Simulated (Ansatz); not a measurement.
System: AlP (model structure, within 0.1 Å of Fm-3m, No. 225, 8 atoms in the cell). Method: PBE (PAW; Ansatz, a first-principles code).

Run with plane-wave cutoff 520 eV, 6×16×14 k mesh (along the axes of the cell as run), Fermi–Dirac smearing 0.05 eV, scalar-relativistic PAW data made under PBE.

Cell (relaxed at this level):

```
AlP
1.0
   10.15190     0.00000     0.00000
    0.00000     3.58254     0.00000
    0.00000     0.00000     3.58567
Al P
4 4
Direct
  0.12499   0.25000   0.24927
  0.37501   0.75000   0.74927
  0.87501   0.75000   0.75073
  0.62499   0.25000   0.25073
  0.87501   0.25000   0.25050
  0.62499   0.75000   0.75050
  0.12499   0.75000   0.74950
  0.37501   0.25000   0.24950
```

Task: Estimate the bulk modulus that the calculation returns.

Result: 
- bulk modulus = 102 GPa

The run finds no gap.

Note: the bulk modulus is −V dP/dV from two relaxed cells at ±2 % in volume.

Static lattice: no zero-point or thermal effects.

Cost on a shared machine: roughly 7 core-minutes.

A model structure was made by putting elements into a prototype or built by hand; it is no filed structure, need not be a known phase, and can be a saddle point held by its symmetry.
